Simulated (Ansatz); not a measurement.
Cubic perovskite CsSnI3 (cubic high-temperature phase), treated with r²SCAN (Ansatz, a first-principles code, plane waves, PAW).

Settings: plane-wave cutoff 560 eV, 6×6×6 k mesh, Fermi–Dirac smearing 0.01 eV, scalar-relativistic PAW data made under PBE.

Energies at three volumes about the minimum:

```
V (Å³/atom)  E − E_lowest (meV/atom)
-----------  -----------------------
47.268                          1.09
48.233                          0.00
49.198                          1.02
```

Problem. Fit a parabola by hand: where is the minimum, what lattice constant follows, and what is the bulk modulus?

Solution. Slopes: (0.00 − 1.09)/(48.233 − 47.268) = -1.130 and (1.02 − 0.00)/(49.198 − 48.233) = 1.057 meV/Å³. Curvature E″ = 2 × (1.057 − (-1.130))/(49.198 − 47.268) = 2.266 meV/Å⁶. From the middle of the first interval, the slope vanishes at V0 = 47.7505 − (-1.130)/2.266 = 48.249 Å³/atom. B = V0 E″ = 48.249 × 2.266 meV/Å³ × 0.1602 GPa per meV/Å³ = 17.5 GPa. With 5 atoms in the cube, a = (5 × 48.249)^(1/3) = 6.225 Å. The full Birch–Murnaghan fit to all volumes gives V0 = 48.233 Å³/atom and B0 = 17.5 GPa.

Note: the relaxation could not lower the start's symmetry, so the cell can be a saddle point above a distorted one.
